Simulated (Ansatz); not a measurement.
# Au: pressure 4.2 GPa

Consider Au in the fcc (Cu type) structure (space group Fm-3m, No. 225; a = 4.083 Å).

Modification: cell and atoms relaxed at a pressure of 4.2 GPa.

Calculations: Ansatz (a program for electronic structure) PBEsol, spin-orbit coupling left out, earlier PAW set. k-mesh 20×20×20 (Γ-centred); smearing 0.05 eV (Fermi–Dirac).

```tsv
quantity	base	changed	shift
volume per atom	17.02 Å³	16.64 Å³	-0.38 Å³
shortest interatomic distance	2.887 Å	2.866 Å	-0.0217 Å
band gap	zero	zero	–
```

Final structure:

```
Au
1.0
    0.00000     2.02635     2.02635
    2.02635     0.00000     2.02635
    2.02635     2.02635     0.00000
Au
1
Direct
  0.00000   0.00000   0.00000
```

Load acts through the strain it causes; cell and atoms are relaxed under it. Whether these cells are dynamically stable was not tested.
